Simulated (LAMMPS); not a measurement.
LAMMPS 22 Jul 2025, classical MD, Tersoff (GaN.tersoff): GaN, 5832 atoms.

```
Property                                                                                        Value
-----------------------------------------------  ----------------------------------------------------
task                                                                                          MD, nve
potential                                                                        Tersoff, GaN.tersoff
copies of the repeat unit                                                                       9×9×9
shape (slab and sphere leave vacuum in the box)                                                  bulk
steps                                                                                            2000
timestep                                                                                         1 fs
thermo                                                                                             50
newton                                                                                   on (default)
atom_modify sort (bins of 2 Å where set)                                               1000 (default)
comm_style                                                                            brick (default)
box                                                                              28.7 × 49.7 × 46.7 Å
start                                            generated wurtzite lattice, warmed in an untimed run
```

All runs start from one configuration, warmed at this fixed volume for 1000 steps under a thermostat at 300 K. The run at a skin of 2 Å has a mean temperature of 299 K and a mean pressure of 0.4 GPa.

Each setting ran once; only counts and results are compared.

With neigh_modify every 1 delay 0 check yes, skins of 0.1, 0.3, 0.5, 1, 1.5, 2, 3 Å were run. Further schedules:
- skin 2 Å, every 100 delay 0 check no
- skin 0.3 Å, every 100 delay 0 check no
- skin 1 Å, every 10 delay 0 check yes
- skin 0.3 Å, every 1 delay 10 check yes
- skin 1 Å, every 20 delay 0 check no
- skin 0.3 Å, every 10 delay 0 check yes
- skin 1 Å, every 1 delay 10 check yes

A schedule rebuilds too seldom if it shows a dangerous build, rebuilds less often than the check at every step does at that skin, or fails.

Task: Name the settings that rebuild less often than the motion of the atoms asks.

Result: With the check at every step the rebuilds are 660 at 0.1 Å, 222 at 0.3 Å, 115 at 0.5 Å, 0 at 1 Å, 0 at 1.5 Å, 0 at 2 Å, 0 at 3 Å. Too seldom: skin 0.3 Å, every 100 delay 0 check no; skin 0.3 Å, every 1 delay 10 check yes; skin 0.3 Å, every 10 delay 0 check yes.

```csv
setting,rebuilds,dangerous builds,list entries an atom,change of the total energy (meV/atom)
"skin 0.1 Å, every 1 delay 0 check yes",660,—,11.4,−0.0082
"skin 0.3 Å, every 1 delay 0 check yes",222,—,17.0,−0.0082
"skin 0.5 Å, every 1 delay 0 check yes",115,—,17.2,−0.0082
"skin 1 Å, every 1 delay 0 check yes",0,—,26.0,−0.0082
"skin 1.5 Å, every 1 delay 0 check yes",0,—,36.2,−0.0082
"skin 2 Å, every 1 delay 0 check yes",0,—,47.2,−0.0082
"skin 3 Å, every 1 delay 0 check yes",0,—,84.1,−0.0082
"skin 2 Å, every 100 delay 0 check no",20,not counted,47.2,−0.0082
"skin 0.3 Å, every 100 delay 0 check no",20,not counted,17.0,+1.9
"skin 1 Å, every 10 delay 0 check yes",0,0,26.0,−0.0082
"skin 0.3 Å, every 1 delay 10 check yes",199,198,17.0,−0.0082
"skin 1 Å, every 20 delay 0 check no",100,not counted,26.0,−0.0082
"skin 0.3 Å, every 10 delay 0 check yes",199,198,17.0,−0.0082
"skin 1 Å, every 1 delay 10 check yes",0,0,26.0,−0.0082
```

Where the energy changes as in the checked runs, the late rebuilds cost nothing that shows in this run. List entries are as LAMMPS prints them (Ave neighs/atom).
